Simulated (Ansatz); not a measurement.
The starting structures come from a database of crystals and need not be the phases stable at ambient conditions.

 Where the default PAW files enter, the runs use the earlier of Ansatz's two default sets.

Tunnelling through a barrier is set by its complex band structure: the current falls as exp(−2κd) with the smallest κ.

Input:

```
Al2O3
1.0
    4.84693     0.00000     0.00000
    0.00000     7.08994     0.00000
    0.00000     0.00000     4.98540
Al O
8 12
Direct
  0.74785   0.39040   0.03051
  0.25215   0.60960   0.96949
  0.75215   0.10960   0.53051
  0.24785   0.89040   0.46949
  0.75215   0.89040   0.96949
  0.24785   0.10960   0.03051
  0.74785   0.60960   0.46949
  0.25215   0.39040   0.53051
  0.89298   0.65400   0.10198
  0.10702   0.34600   0.89802
  0.60702   0.84600   0.60198
  0.39298   0.15400   0.39802
  0.60702   0.15400   0.89802
  0.39298   0.84600   0.10198
  0.89298   0.34600   0.39802
  0.10702   0.65400   0.60198
  0.95060   0.00000   0.25000
  0.04940   0.00000   0.75000
  0.54940   0.50000   0.75000
  0.45060   0.50000   0.25000
```

Space group of this cell: Pbcn. The cell is taken as given; by r2SCAN its mean pressure is -7.5 GPa.

Transport runs along the normal of the first two printed cell vectors.

The gap is the functional's own, uncorrected, and κ follows it; spin-orbit coupling is left out. Mid-gap values are interpolated between the computed energies.

Problem. Estimate the band gap and the smallest decay constant κ at mid-gap that r2SCAN run with Ansatz (a quantum-chemistry and plane-wave program) returns for this system.

Solution. Gap 6.20 eV on a 6×4×6 mesh; κ = 0.376 1/Å, at the zone centre.
